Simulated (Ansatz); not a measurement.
Consider Mg2C (space group Pn-3m, No. 224; a = 4.839 Å; a hypothetical phase, not in the database extracts checked). Axes: x, y, z lie along the cube axes.

(Cell as relaxed with PBE.)

Levels (all Ansatz, a program for electronic structure, PAW): PBE (420 eV, without spin-orbit coupling); PBEsol (420 eV, spin-orbit coupling left out).

Each level relaxes its own structure.

| base | PBE | PBEsol |
|---|---|---|
| volume per atom | 18.89 Å³ | 18.53 Å³ |
| lattice parameter a | 483.9 pm | 480.9 pm |
| band gap | zero | zero |

The change: the cell is stretched by 1.24 % along z with no lateral relaxation, atoms relaxed at fixed cell.

| quantity | PBE | PBEsol |
|---|---|---|
| energy relative to the base (free energy F) | +0.5 meV/atom | [?] |
| shortest interatomic distance | 210.4 pm | [?] |
| pressure (mean of the normal stresses, compression positive) | -0.7 GPa | [?] |
| band gap | zero | [?] |

Problem. Given the PBE results, estimate those of PBEsol.

Solution. 
- energy relative to the base (free energy F), PBEsol: +0.5 meV/atom
- shortest interatomic distance, PBEsol: 209.1 pm
- pressure (mean of the normal stresses, compression positive), PBEsol: -0.7 GPa
- band gap, PBEsol: zero

PBE's shortest interatomic distance lies 1.3 pm above PBEsol's (0.6 %); the two agree on the energy relative to the base, pressure and band gap. Neither level is exact; PBEsol is the comparison here, not a measurement.

The mesh was chosen for an insulator and is coarse for the gapless case. The cells carry an imposed strain or load. No phonon test of stability was made. All final runs are without spin polarisation. The zero or small gap of Mg2C can change with the level of theory.
